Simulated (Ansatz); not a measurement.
# Point-defect migration in zinc-blende AlP

Some mobile defects of zinc-blende AlP. All values below come from PBE, PAW (plane waves to 420 eV; Ansatz, a quantum-chemistry and plane-wave program).

Each figure is the lowest single hop between equivalent sites (a dopant's own exchange with the vacancy apart) among the routes that converged and passed our checks, counted from the lowest site run. It need not be the barrier to long-range diffusion, and untried routes may lie lower. Climbing-image NEB, static nuclei, fixed cells, no finite-size correction; on the finer meshes named, energies are single points at the band's geometries. Saddle orders were checked for a part of the study's bands only and are not shown. Vacancies start on their lattice site; split forms were not set up. Charge states are imposed.

| Defect | Route | Hop (Å) | Direction in the unit cell | Neighbours at the saddle | Cell |
|---|---|---|---|---|---|
| P vacancy, charge +1 | a nearby P jumps into the vacancy | 3.81 | (0.00, -0.49, -0.49) | Al at 2.27, 2 Al at 2.45 Å | 64 sites, 3×3×3 shifted |
| interstitial O, charge -2 | O moves farthest | 3.89 | (0.00, 0.50, 0.50) | 2 Al at 1.89, Al at 2.25 Å | 64 sites, 3×3×3 shifted |
| Ge-vacancy pair (Ge on Al, Al vacant), charge -2 | a nearby Al jumps into the vacancy (Ge-vacancy distance between ideal sites 3.90 Å throughout) | 3.67 | (-0.47, 0.00, 0.47) | P at 2.25, P at 2.60, P at 2.62, P at 2.70, P at 2.73 Å | 64 sites, 3×3×3 shifted |
| interstitial H, charge +1 | H moves farthest | 1.68 | (0.22, 0.00, -0.22) | 2 Al at 2.13; P at 1.45 Å | 64 sites, 3×3×3 shifted |
| Si-vacancy pair (Si on Al, Al vacant), charge -2 | a nearby Al jumps into the vacancy (Si-vacancy distance between ideal sites 3.90 Å throughout) | 3.64 | (-0.47, 0.00, 0.47) | P at 2.26, P at 2.60, P at 2.64, P at 2.69, P at 2.73 Å | 64 sites, 3×3×3 shifted |
| Al vacancy, charge -3 | a nearby Al jumps into the vacancy | 3.71 | (0.00, 0.48, -0.48) | P at 2.27, 2 P at 2.66, 2 P at 2.68 Å | 64 sites, 3×3×3 shifted |
| P vacancy, charge +3 | a nearby P jumps into the vacancy (strongly reconstructed ends) | 3.96 | (0.00, -0.51, -0.51) | Al at 2.30, 4 Al at 2.76 Å | 64 sites, 3×3×3 shifted |

Problem. Order these hops by barrier, lowest first, with values.

Solution. interstitial H, charge +1: 0.21 eV; Si-vacancy pair (Si on Al, Al vacant), charge -2: 1.52 eV; Al vacancy, charge -3: 1.61 eV; Ge-vacancy pair (Ge on Al, Al vacant), charge -2: 1.62 eV; P vacancy, charge +3: 2.13 eV; interstitial O, charge -2: 2.35 eV; P vacancy, charge +1: 2.49 eV. Gaps under about 0.1 eV are within the calculation's error.
